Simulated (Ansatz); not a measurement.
**Pb (Im-3m, No. 229, 1 atom in the cell; start mp-22692; another form than the element's usual one)**

The numbers are results of PBEsol in Ansatz (PAW), not measurements.

Settings: plane-wave cutoff 520 eV, 20×20×20 k mesh, Fermi–Dirac smearing 0.05 eV, scalar-relativistic PAW data made under PBE.

Cell (relaxed at this level):

```yaml
crystal:
  lattice:
    - [-1.95624, 1.95624, 1.95624]
    - [1.95624, -1.95624, 1.95624]
    - [1.95624, 1.95624, -1.95624]
  atoms:
    - { symbol: Pb, position: [0.00000, 0.00000, 0.00000] }
```

```
Quantity             Result
------------  -------------
band gap      zero (no gap)
bulk modulus       48.0 GPa
```

Note: the relaxation could not lower the start's symmetry, so the cell can be a saddle point above a distorted one; the bulk modulus is −V dP/dV from two relaxed cells at ±2 % in volume.

Spin–orbit coupling is not included; it can shift volumes and moduli of such heavy elements.

The computed numbers hold no vibrational or temperature effects.

It cost very roughly 23 core-seconds of CPU time.

A start named mp-… is a Materials Project structure, which need not be a measured phase.

Ansatz is a program for electronic structure.
